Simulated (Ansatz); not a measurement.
Ansatz (a program for electronic structure) run on LaMg (Pmm2, 4 atoms in the cell): relaxation of the atoms.

Computed with LDA (PW92), default PAW files made with PBE (plane waves; Ansatz).

The change in words: one atom moved by 0.15 angstrom; relax: default → atoms; relax.f_tol: default → 0.2 eV/Å. Reference geometry:
```xyz
4
Lattice="5.6323 0.0000 0.0000 0.0000 3.8129 0.0000 0.0000 0.0000 5.8064" Properties=species:S:1:pos:R:3 pbc="T T T"
La     4.2242     0.0000     4.6050
La     1.4081     0.0000     1.2013
Mg     1.4081     1.9064     4.0252
Mg     4.2242     1.9064     1.7812
```

Reference input (self-consistent single point, DFT, LDA (PW92), plane waves, default PAW files made with PBE): basis.ecutwfc = 420 eV; kpoints.mp_grid.grid = 6 9 6; hamiltonian.xc = lda; hamiltonian.pseudopotentials = {kind: paw} (the program's default PAW files); scf.occupations.method = fermi_dirac; scf.occupations.width = 0.1 eV. This run's input differs from it in these lines:

```diff
@@ -7,3 +7,3 @@
   atoms:
-    - { symbol: La, position_ang: [4.224237, 0.000000, 4.605038] }
+    - { symbol: La, position_ang: [4.224237, 0.000000, 4.755040] }
     - { symbol: La, position_ang: [1.408079, 0.000000, 1.201339] }
@@ -20,2 +20,4 @@
   occupations: { method: fermi_dirac, width: 0.1 }
+relax:
+  f_tol: 0.2
 output:
```

The program printed (abridged):

```
   [... SCF lines of the steps left out ...]
relax step   1: F+E_penalty+E_count = -15955.71960023 eV  Δ(F+E_penalty+E_count) = +0.000e0 eV  max|allowed force component| = 4.258e-1 eV/Å  Δτ_max = 0.0000 Å  (6 SCF iters, dr2 threshold 1.00e-4 eV, accepted)
relax step   2: F+E_penalty+E_count = -15955.75786586 eV  Δ(F+E_penalty+E_count) = -3.827e-2 eV  max|allowed force component| = 8.652e-2 eV/Å  Δτ_max = 0.1140 Å  (7 SCF iters, accepted)
the relaxation is at rest under the 4 symmetry operations that the run kept from its start: a minimum is not shown …
Free energy (F): -15955.757866 eV
Internal energy: -15955.619637 eV  (E = F + TS)
E sigma→0 (E₀):  -15955.688751 eV
Entropy (-TS):   -0.138229 eV (-34.557 meV/atom)
Fermi energy:    8.237861 eV
--- Forces (eV/Å), atoms counted from 1 ---
  atom   1  La    -0.00000000     0.00000000    -0.07685999
  atom   2  La     0.00000000     0.00000000     0.08651965
  atom   3  Mg     0.00000000     0.00000000     0.04447386
  atom   4  Mg    -0.00000000     0.00000000    -0.05412322
--- Stress (GPa, compression-positive) ---
       -2.757060      -0.000000      -0.000000
   [... lines left out ...]
  F+E_penalty+E_count = -15955.75786586 eV   max|allowed force component| = 8.652e-2 eV/Å
  atoms:
    - { symbol: La, position: [0.7499999999999997, 0.0, 0.7992969802100752] }
    - { symbol: La, position: [0.24999999999999994, 0.0, 0.21327654288921938] }
    - { symbol: Mg, position: [0.24999999999999994, 0.4999999999999999, 0.7023022238890242] }
    - { symbol: Mg, position: [0.7499999999999997, 0.4999999999999999, 0.31095826275648386] }
```

The run converged.  The full log also holds: “iter 5 did not close the SCF: its close was put off for the readings that it lacked (scf_convergence_deferred on its scf_iter line)”.

Summary of the result:
- Free energy E − TS (on the zero of these files) = -15955.7579 eV
- Fermi level (on the code's own zero) = 8.24 eV
- Pressure = -2.91 GPa
- Largest force (vector length) = 0.087 eV/Å
- Relaxation steps = 2

The starting cell comes from a database of computed structures (which also holds hypothetical and non-ambient phases and stackings), without a prior relaxation at this level. Its lattice was rescaled by up to half a per cent. For this run, on top of that: one atom moved by 0.15 angstrom. The relaxation keeps the symmetry of its start, so its end need not be a minimum. Ansatz's pressure includes its estimate of the finite-basis (Pulay) stress.

Cost on one core of a shared machine: roughly 50 s.

Keys are those of Ansatz 0.2.
